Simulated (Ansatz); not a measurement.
Levels about the gap of amorphous Si₃₂O₃₂ (64 atoms in a cell of 1081 Å³, 2.17 g/cm³; zone centre alone, so wide bands show as single levels with stretches between that a denser mesh fills), at the geometry that PBE relaxed, where it gives -0.3 GPa on a denser mesh. The participation number counts the atoms over which a state spreads; weights are charges in smoothed Voronoi cells. The levels come from a single point, so bond lengths are those of that geometry. Method of the levels: PBE, scalar-relativistic without spin-orbit coupling (Ansatz, a quantum-chemistry and plane-wave program). Sampling: the zone centre alone; Fermi-Dirac width 0.02 eV; no spin polarisation. The usual formal charges leave 64 electrons over, so the level spacing at the Fermi energy parts defect or band states and needn't be the band gap.

Preparation: random packing, a CHGNet melt and quench, and a DFT relaxation. O atoms were pushed apart under 1.9 Å during the dynamics, to hinder bonds among them. The hot cell started wider than the set density and was brought back towards it in steps. It is the lowest in DFT energy of 2 quenches. It is a model cell: composition and starting density were chosen by hand, and all elements were melted together. No dispersion term was used. Its density started from a set value of 2.17 and ended at 2.17 g/cm³. The quench (nominally 290 K/ps over its main leg) was far faster than any real one, so the model tends to hold more defects than a real film. A cell of this size samples the disorder only roughly. The volume was held where the preparation left it and the shape relaxed, at a PBE pressure of -0.3 GPa (tension). On a 2×2×2 Γ-centred mesh force components of up to 0.28 eV/Å stay, since the relaxation ran on the zone centre alone.

| E - E(highest filled), eV | filling | participation number | largest on | weight Si | weight O |
|---|---|---|---|---|---|
| -1.15 | filled | 18.5 | Si, 3 neighbours | 0.71 | 0.29 |
| -1.01 | filled | 22.4 | Si, 4 neighbours | 0.78 | 0.22 |
| -0.91 | filled | 12.6 | Si, 4 neighbours | 0.80 | 0.20 |
| -0.74 | filled | 17.4 | Si, 4 neighbours | 0.78 | 0.22 |
| -0.41 | filled | 12.6 | Si, 2 neighbours | 0.76 | 0.24 |
| -0.25 | filled | 22.7 | Si, 2 neighbours | 0.80 | 0.20 |
| 0.00 | filled | 11.3 | Si, 2 neighbours | 0.83 | 0.17 |
| 0.68 | empty | 19.0 | Si, 3 neighbours | 0.80 | 0.20 |
| 0.91 | empty | 16.7 | Si, 3 neighbours | 0.81 | 0.19 |
| 1.37 | empty | 15.3 | Si, 4 neighbours | 0.84 | 0.16 |
| 1.76 | empty | 12.7 | Si, 4 neighbours | 0.87 | 0.13 |
| 2.14 | empty | 6.2 | Si, 1 neighbours | 0.69 | 0.31 |
| 2.18 | empty | 9.8 | Si, 3 neighbours | 0.84 | 0.16 |
| 2.38 | empty | 26.7 | Si, 4 neighbours | 0.76 | 0.24 |

Most localised among these is the empty level at +2.14 eV, on a Si atom, which has 1 neighbours (O 1.66 Å).
